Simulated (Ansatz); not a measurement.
The starting structures come from a database of crystals and need not be the phases stable at ambient conditions.

 Where the default PAW files enter, the runs use the earlier of Ansatz's two default sets.

By PBEsol, the system below comes out a metal.

Consider the following.

```
CELL_PARAMETERS angstrom
      3.27275     0.00000     0.00000
      0.00000     5.88948     0.00000
      1.63637    -2.94474     2.85640
ATOMIC_POSITIONS crystal
  In 0.25000 0.50000 0.00000
  Sb 0.00000 0.00000 0.00000
```

Space group of this cell: Imm2. The cell is strained (lengths along the current scaled by 0.97, ions clamped); by PBEsol its mean pressure is -1.3 GPa.

The current flows along the normal of the first two printed cell vectors. No spin-orbit coupling; the value is a mean over 0.1 eV about the Fermi level.

Q: Estimate the ballistic conductance per area that PBEsol run with Ansatz (an electronic-structure program) returns for this system.

A: 0.60 × 10¹⁵ S/m² for both spins.
